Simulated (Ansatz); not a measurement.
The starting structures come from a database of crystals and need not be the phases stable at ambient conditions.

 Where the default PAW files enter, the runs use the earlier of Ansatz's two default sets.

By PBEsol, the system below comes out a metal.

A figure of merit of an interconnect metal is its ballistic conductance per area.

Input:

```xyz
3
Lattice="4.9623 0.0000 0.0000 -2.4812 4.2975 0.0000 0.0000 0.0000 3.0862" Properties=species:S:1:pos:R:3 pbc="T T T"
Hf     2.4812     1.4325     1.5431
Hf     0.0000     2.8650     1.5431
Hf     0.0000     0.0000     0.0000
```

Space group of this cell: P6/mmm. The cell is taken as given; by PBEsol its mean pressure is -2.8 GPa.

The current flows along the normal of the first two printed cell vectors, the (001) plane of the conventional cell. No spin-orbit coupling; the value is a mean over 0.1 eV about the Fermi level.

Question: Give the ballistic conductance per area that PBEsol (Ansatz, a program for electronic structure) yields.

Answer: 0.50 × 10¹⁵ S/m² for both spins.
